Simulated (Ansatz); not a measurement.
Cost and result by functional for the surface energy of the (221) surface of alpha gallium in its 1x1 cell, outermost plane spacing 0.23 Å in the ideal cut (one of several cuts of this face), in Ansatz (plane waves, PAW). Single points on the PBE structure, on one kind of machine; costs are rough ratios of the slab run's core time (references not counted) to the cheapest single point. r2SCAN's cost holds its higher cutoff (500 against 420 eV). Differences are taken against r2SCAN for comparison alone: no measured value is at hand, so the table doesn't rank accuracy.

Set-up: 24 atoms, 10.5 Å thick at the start (thin: gaps and levels are the slab's own); mesh 9x4x1; 0.1 eV smearing; dipole correction on; all atoms relaxed; held to the start's symmetry, so lower structures may exist; no spin, no spin-orbit, no U. These notes are the PBE run's.

```json
[
 {"functional": "PBEsol", "relative cost": "1", "surface energy (J/m²)": "0.73", "less r2SCAN (J/m²)": "-0.03"},
 {"functional": "LDA", "relative cost": "1", "surface energy (J/m²)": "0.81", "less r2SCAN (J/m²)": "0.06"},
 {"functional": "RPBE", "relative cost": "1", "surface energy (J/m²)": "0.44", "less r2SCAN (J/m²)": "-0.32"},
 {"functional": "r2SCAN", "relative cost": "2", "surface energy (J/m²)": "0.75", "less r2SCAN (J/m²)": "0.00"},
 {"functional": "PBE (the relaxed run's value)", "relative cost": "–", "surface energy (J/m²)": "0.56", "less r2SCAN (J/m²)": "-0.19"}
]
```

The values span 0.37 J/m², while the single points' costs differ by a factor of roughly 2. Differences are of unrounded values.

Ansatz is a program for electronic structure.
